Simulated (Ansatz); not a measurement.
SiC, pressure series

Consider SiC in the wurtzite structure (space group P6_3mc, No. 186; a = 3.075 Å, c = 5.049 Å).

Cell and atoms are relaxed at each pressure.

All numbers come from r2SCAN (Ansatz, a quantum-chemistry and plane-wave program; PAW; 500 eV plane waves; without spin-orbit coupling), earlier PAW set.

```csv
P (GPa),V (Å³/atom)
-2.00,10.432
-1.00,10.385
3.00,10.207
7.00,10.043
15.00,9.749
30.01,9.289
50.00,8.800
75.01,8.316
100.00,7.927
```

### Question
Fit a third-order Birch–Murnaghan equation of state.

### Answer
Least squares on P(V) = (3B₀/2)[(V₀/V)^(7/3) − (V₀/V)^(5/3)]·[1 + (3/4)(B₀′ − 4)((V₀/V)^(2/3) − 1)] gives V₀ = 10.34 Å³/atom, B₀ = 230 GPa and B₀′ = 3.7.

Between the base and pressure 15 GPa the gap moves from 2.65 eV to 2.56 eV, a mean slope of -5.9 meV/GPa.

Load acts through the strain it causes; cell and atoms are relaxed under it. No phonon test of stability was made. No other phases were tried under pressure.
